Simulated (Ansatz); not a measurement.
A (10,0) ZnO nanotube has 40 atoms in a period of 5.654 Å, a mean diameter of 10.53 Å, and lies 18 meV/atom over the flat sheet relaxed at the same level.

Computed with PBE (plane waves to 420 eV, PAW; Ansatz, a quantum-chemistry and plane-wave program). Mesh 1×1×6. No spin polarisation. Isolated but for its images some 11 Å away. A hypothetical model, rolled from the flat sheet. Symmetry and one short period hold its shape; lower forms weren't sought.

**Question.** Which bending rigidity of the sheet does this imply in the thin-plate picture?

**Answer.** A plate bent to radius R stores D/(2R²) an area. The area an atom is π × 10.53 × 5.654/40 = 4.68 Å², so the stored energy is 0.018/4.68 = 0.0038 eV/Å². With R = 5.265 Å, D = 2R² × 0.0038 = 0.21 eV.
